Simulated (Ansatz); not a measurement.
# The (100) surface of fcc Ir, clean 1x1 (bottom of the slab: a bare face, its two planes held)

These are PBE (plane waves to 420 eV, PAW; Ansatz, a program for electronic structure) values and carry that method's errors.

Model: 6-atom slab, 9.7 Å thick at the start (thin: gaps and levels are the slab's own), 14x14x1 mesh, Fermi-Dirac 0.1 eV, dipole correction, 2 atoms held, the rest relaxed; start symmetry kept, larger cells not searched; no spin, no spin-orbit, no U.

The work function of the top face is 5.55 eV and the energy released by relaxation is 0.058 eV. The cost is very roughly 100 core-seconds.
